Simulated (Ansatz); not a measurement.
# A computed series for HfS2: pressure series

The parent structure is HfS$_{2}$ in the CdI2 type structure (space group P-3m1, No. 164; a = 3.5475 Å, c = 5.5768 Å; layered, stacked along the Cartesian z axis).

Cell and atoms are relaxed at each pressure.

Method: Ansatz (a first-principles code), PBEsol-D3(BJ), PAW, cutoff 420 eV, no spin-orbit coupling.

```tsv
P (GPa)	V (Å³/atom)
-1.99	21.576
-1.00	20.788
0.29	20.124
0.69	19.957
1.49	19.654
3.00	19.167
```

Problem. Fit a third-order Birch–Murnaghan equation of state.

Solution. Least squares on P(V) = (3B₀/2)[(V₀/V)^(7/3) − (V₀/V)^(5/3)]·[1 + (3/4)(B₀′ − 4)((V₀/V)^(2/3) − 1)] gives V₀ = 20.26 Å³/atom, B₀ = 43 GPa and B₀′ = 8.9.

Between the base and pressure 3 GPa the gap moves from 0.45 eV to 0.12 eV, a mean slope of -110 meV/GPa.

Spin-orbit coupling, missing from the scalar runs, can matter with Hf. Load acts through the strain it causes; cell and atoms are relaxed under it. Stability against distortions was not tested. The zero or small gap of HfS2 under pressure 1.5 GPa and HfS2 under pressure 3 GPa can change with the level of theory.
